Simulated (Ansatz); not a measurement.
Consider PbSe in the rock salt structure (space group Fm-3m, No. 225).

```
CELL_PARAMETERS angstrom
      0.00000     3.05080     3.05080
      3.05080     0.00000     3.05080
      3.05080     3.05080     0.00000
ATOMIC_POSITIONS crystal
  Se 0.00000 0.00000 0.00000
  Pb 0.50000 0.50000 0.50000
```

Cartesian axes are those of the cell as printed.

All numbers come from PBEsol (Ansatz, an electronic-structure program, PAW, without spin-orbit coupling).

Strains are applied to the cell and any free atomic positions relax; under biaxial strain the out-of-plane vector relaxes too.

One change was made to it. Results:

The pressure (mean of the normal stresses, compression positive) goes from zero to 2.6 GPa; the energy grows by 15 meV/atom; the volume per atom drops by 1.179 Å³, from 28.39 Å³ to 27.22 Å³.

Question: Which of these changes matches the shifts?
(A) biaxial strain −3.38 %, plane normal [111], relaxed out of plane
(B) isotropic strain +1.63 %
(C) tensor shear ε_yz = +3.96 %
(D) biaxial strain −2.28 %, plane normal [001], relaxed out of plane

Answer: D, biaxial strain −2.28 %, plane normal [001], relaxed out of plane. For comparison, the pressure in the other runs: biaxial strain −3.38 %, plane normal [111], relaxed out of plane gives 1.7 GPa; tensor shear ε_yz = +3.96 % gives 0.0 GPa; isotropic strain +1.63 % gives -2.33 GPa.

A case with no gap was solved on a k-mesh chosen for an insulator, which is coarse for it. Stability against distortions was not tested. The final runs are not spin-polarised. Gaps under 0.05 eV, about the width of the smearing, are given as zero.
